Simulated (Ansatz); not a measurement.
For Si (model structure, started from the C4 type, I4₁32, No. 214, 4 atoms in the cell), PBEsol in Ansatz (plane waves, PAW) gives:

| Property | Value |
|---|---|
| equilibrium lattice constant a | 6.394 Å |
| bulk modulus B0 | 46.4 GPa |
| cohesive energy | 3.83 eV/atom |

Task: What does r²SCAN (Ansatz, a quantum-chemistry and plane-wave program, plane waves, PAW) give for the same quantities?

Result: 
- lattice constant a: 6.389 Å (decreases by 0.1 %)
- bulk modulus: 49.6 GPa (grows by 6.9 %)
- cohesive energy: 3.52 eV/atom (drops by 0.31 eV/atom)

Changes are worked out from the printed values.

Unless a cell is named, each level is at its own relaxed cell (PBEsol 32.68, r²SCAN 32.60 Å³/atom).

Caveats: the bulk modulus is −V dP/dV from two relaxed cells at ±2 % in volume (PBEsol, r²SCAN). Ansatz's density-functional and Hartree–Fock values are scalar-relativistic unless marked +SOC, with PAW data made under PBE.

A model structure was made by putting elements into a prototype or built by hand; it is no filed structure, need not be a known phase, and can be a saddle point held by its symmetry.
